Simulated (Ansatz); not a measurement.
W_Si in 4H silicon carbide: one set of geometries, relaxed with PBE, evaluated in Ansatz (PAW, plane waves to 420 eV, 500 eV under r2SCAN) with PBE, r2SCAN.

Set-up: 96-site cell; 2×2×2 shifted k-points; start: the Si(h) site; charged states image-corrected; no spin–orbit coupling; corrections pass 1 eV, so highly charged states may be off by several tenths; flagged in the runs: a host whose relaxation on this sampling wasn't shown to rest.

| quantity | PBE | r2SCAN |
|---|---|---|
| host gap (eV) | 2.23 | [?] |
| ε(+2/+1) above the VBM (eV) | 0.72 | [?] |
| ε(+1/0) above the VBM (eV) | 1.25 | [?] |
| largest moment on one atom at charge +1 (μB) | 0.34 | [?] |
| neutral formation energy against silicon, bcc W (eV) | 4.52 | [?] |
| largest moment on one atom at charge 0 (μB) | 0.68 | [?] |

**Question.** Given the lower rungs, what does r2SCAN give?

**Answer.** 
- host gap (eV), r2SCAN: 2.59
- ε(+2/+1) above the VBM (eV), r2SCAN: 0.78
- ε(+1/0) above the VBM (eV), r2SCAN: 1.28
- largest moment on one atom at charge +1 (μB), r2SCAN: 0.37
- neutral formation energy against silicon, bcc W (eV), r2SCAN: 4.43
- largest moment on one atom at charge 0 (μB), r2SCAN: 0.74

Ansatz is a first-principles code.
